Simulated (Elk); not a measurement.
Worked example: self-consistent single point of LaCu₂ (P6/mmm, 3 atoms in the cell) in Elk.

Method of the run: LDA (PW92), spin-orbit coupling in second variation, all-electron FP-LAPW, Elk's shipped species files, APW+lo basis with extra local orbitals in Elk.

```
LaCu2
1.0
    4.30029     0.00000     0.00000
   -2.15015     3.72416     0.00000
    0.00000     0.00000     3.85096
La Cu
1 2
Direct
  0.00000   0.00000   0.00000
  0.33333   0.66667   0.50000
  0.66667   0.33333   0.50000
```

Reference input (self-consistent single point, DFT, LDA (PW92), all-electron FP-LAPW, Elk's shipped species files, APW+lo basis with extra local orbitals): xctype = 3; rgkmax = 7.5; stype = 3; swidth = 0.00183747 Ha; ngridk = 9 9 9; gmaxvr = 16 1/bohr; nxlo = 2; lorbcnd = true; rmtscf = 0.92; lmaxi = 2. This run's input differs from it in these lines:

```diff
@@ -5,2 +5,5 @@
   3
+
+spinorb
+  .true.
 
@@ -23,2 +26,5 @@
   2
+
+nempty
+  10
```

The program printed (abridged):

```
│ Self-consistent loop started │
│ Loop number : 1 │
 total energy                :     -11764.2811809
 total moment                :  -0.2001672137E-19 -0.1425169154E-19 -0.4510733483E-20
│ Loop number : 2 │
 total energy                :     -11768.7858346
 total moment                :   0.1950481219E-19 -0.2170587147E-19  0.1300127132E-19
RMS change in Kohn-Sham potential (target) :   0.5010123154     (  0.1000000000E-05)
Absolute change in total energy (target)   :    4.504653750     (  0.1000000000E-03)
│ Loop number : 3 │
 total energy                :     -11791.4609642
   [... lines left out ...]
 total energy                :     -11796.2375648
 total moment                :   0.5202799511E-20 -0.5206712496E-20 -0.9597020647E-20
RMS change in Kohn-Sham potential (target) :   0.2556228428E-06 (  0.1000000000E-05)
Absolute change in total energy (target)   :   0.1711446548E-03 (  0.1000000000E-03)
│ Loop number : 18 │
 total energy                :     -11796.2376214
 total moment                :  -0.5631629150E-20 -0.1984181119E-21 -0.2699695173E-20
RMS change in Kohn-Sham potential (target) :   0.7679290476E-07 (  0.1000000000E-05)
Absolute change in total energy (target)   :   0.9942506767E-04 (  0.1000000000E-03)
Convergence targets achieved

│ Loop number : 19 │

Energies :
 Fermi                       :     0.297345261841
 xc effective B-field        :    -0.128965203174E-08
 external B-field            :      0.00000000000
 total energy                :     -11796.2376156
 (external B-field energy excluded from total)

Density of states at Fermi energy :    58.78409588
 (states/Hartree/unit cell)

Estimated indirect band gap :   0.4078335517E-03
 from k-point     30 to k-point     14
Estimated direct band gap   :   0.1595589236E-01
 at k-point      2

Charges :
 core                        :    70.00000000
 valence                     :    45.00000000
 interstitial                :    5.304858780
 muffin-tins (core leakage)
  species :    1 (La)
   atom    1                 :    54.04401313     (  0.7512020031E-03)
  species :    2 (Cu)
   [... lines left out ...]
  species :    2 (Cu)
   atom    1                 :   0.4304616208E-21 -0.1860483174E-20 -0.4221580122E-21
   atom    2                 :   0.4304616208E-21 -0.1860483174E-20 -0.4221580122E-21
 total in muffin-tins        :   0.8781868964E-21 -0.3742427468E-20 -0.8279110448E-21
 total moment                :   0.8732979332E-21 -0.3761980052E-20 -0.8209242743E-21

│ Self-consistent loop stopped │
```

The run converged in 19 iterations. The count includes the last loop, which Elk runs after its targets are met. 

The starting cell comes from a database of computed structures (which also holds hypothetical and non-ambient phases and stackings), without a prior relaxation at this level. Values depend on the basis (sphere radii, cutoffs, local orbitals), which need not be converged. The log's line on a gap gives a spacing of levels on this mesh, which the program prints for metals too.

Cost on one core of a shared machine: roughly 3 min.
